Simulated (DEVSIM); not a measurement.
System: Schottky contact on p-type Si, at 300 K.

Layer 1 from the left is Si, thickness (μm) 5.10, Na (cm⁻³) 8.8e16, τn (s) 0.00063, τp (s) 0.00063.

Left contact: Schottky, work function 4.394 eV, emission velocity 9.2e6 cm/s. Right contact: ohmic. Voltage is applied to the left contact. Recombination: SRH at mid-gap. Mobility is μmin + (μ − μmin)/(1 + (N/Nref)^α).

This is a model device: material constants are rounded textbook-type values typed into the input, and sizes, dopings and lifetimes were drawn at random. Values at 300 K.

Si: gap (eV) 1.124, affinity (eV) 4.05, permittivity 11.7, Nc (cm⁻³) 2.86e19, Nv (cm⁻³) 3.1e19, μn (cm²/Vs) 1417, μp (cm²/Vs) 470, μn,min 52, μp,min 45, Nref,n 9.7e16, Nref,p 2.2e17, αn 0.68, αp 0.72.

Problem. Estimate by hand the built-in potential, the peak field at zero bias, the capacitance at 0.6 V, and compare with a numerical solution.

Solution. 
- Built-in potential: barrier φB = 0.780 eV; Vbi = φB − kT/q ln(N_band/N) = 0.628 V; numerical 0.628 V.
- Peak field at zero bias: depletion approximation: W = √(2εVbi/(qN)) = 0.0961 μm with N = 8.80e16 cm⁻³; field = 2Vbi/W = 131000 V/cm; numerical 127000 V/cm (estimate above by 2.7 %).
- Capacitance at 0.6 V: C = √(qεN / 2(Vbi + |V|)) = 77.1 nF/cm²; numerical 77.9 nF/cm² (estimate below by 1.1 %).

Model (solved in DEVSIM): 1D drift-diffusion, Boltzmann statistics, complete ionisation; no tunnelling, impact ionisation, image-force lowering or self-heating. Metal contacts follow the ideal Schottky-Mott rule: no Fermi-level pinning, no interface dipoles.
